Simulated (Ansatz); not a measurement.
The structure below was relaxed with r2SCAN in Ansatz (plane waves to 500 eV, PAW, no spin-orbit coupling).

```
TaW2
1.0
   -1.59942     1.59942     4.83267
    1.59942    -1.59942     4.83267
    1.59942     1.59942    -4.83267
Ta W
1 2
Direct
  0.00000   0.00000   0.00000
  0.32926   0.32926   0.00000
  0.67074   0.67074   0.00000
```

Find the space group and the Wyckoff positions.

Space group I4/mmm (No. 139); a = 3.1988 Å, b = 3.1988 Å, c = 9.6653 Å, α = 90.00°, β = 90.00°, γ = 90.00°

```
atom  site  symmetry       x       y       z
----  ----  --------  ------  ------  ------
Ta      2a     4/mmm  0.0000  0.0000  0.0000
W       4e       4mm  0.0000  0.0000  0.3293
```

Describe the coordination.

The crystal has 6 atoms in its conventional cell. Lattice parameters: a = b = 3.1988 Å, c = 9.6653 Å, α = β = γ = 90.00°. Ta sees 8 W at 2.800 Å and 2 W at 3.182 Å and 4 Ta at 3.199 Å. W sees 4 W at 2.732 Å and 5 W at 3.199–3.301 Å and 4 Ta at 2.800 Å and 1 Ta at 3.182 Å. (Neighbours: up to the widest gap in distance over summed covalent radii, below 1.35, at either atom.)

Each cell is one ordered arrangement of few atoms, which overstates ordering effects compared with a random alloy. Whether these cells are dynamically stable was not tested. The final runs are not spin-polarised. The cell was made from W by this change: x(Ta) = 0.333, 3 atoms, I4/mmm.

Ansatz is a quantum-chemistry and plane-wave program.
